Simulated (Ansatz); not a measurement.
The parent structure is TiC in the rock salt structure (space group Fm-3m, No. 225; a = 4.3285 Å; relaxed with 0.1 eV smearing). Axes: x, y, z lie along the cube axes.

All numbers come from r2SCAN in Ansatz (plane waves to 500 eV, PAW, no SOC), earlier PAW set.

Modification: tensile biaxial strain of 0.84 % in the plane normal to [001], as in epitaxy on a mismatched substrate; the out-of-plane cell vector and the atoms relax.

Q: What does the calculation give for the out-of-plane strain and in-plane stress after the change?

A: The out-of-plane strain is -0.40 %; the mean in-plane stress (compression positive) comes out as -4.8 GPa.

Stability against distortions was not tested. All final runs are without spin polarisation.

Ansatz is an electronic-structure program.
